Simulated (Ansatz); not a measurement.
The parent structure is Ta in the bcc (W type) structure (space group Im-3m, No. 229; a = 3.254 Å; relaxed with 0.1 eV smearing).

The values are results of LDA (Ansatz, a quantum-chemistry and plane-wave program, PAW, no SOC), not measurements.

Strains are applied to the cell and any free atomic positions relax.

One change was made to it. Results:

The energy rises by 11 meV/atom; the pressure goes from zero to 6.9 GPa.

Task: What was done to the base?
(A) isotropic strain −1.00 %
(B) isotropic strain +2.00 %
(C) isotropic strain +2.50 %
(D) isotropic strain −1.50 %

Result: A, isotropic strain −1.00 %. For comparison, the energy relative to the base in the other runs: isotropic strain +2.50 % gives +61 meV/atom; isotropic strain −1.50 % gives +25 meV/atom; isotropic strain +2.00 % gives +40 meV/atom.

Stability against distortions was not tested. The final runs are not spin-polarised.
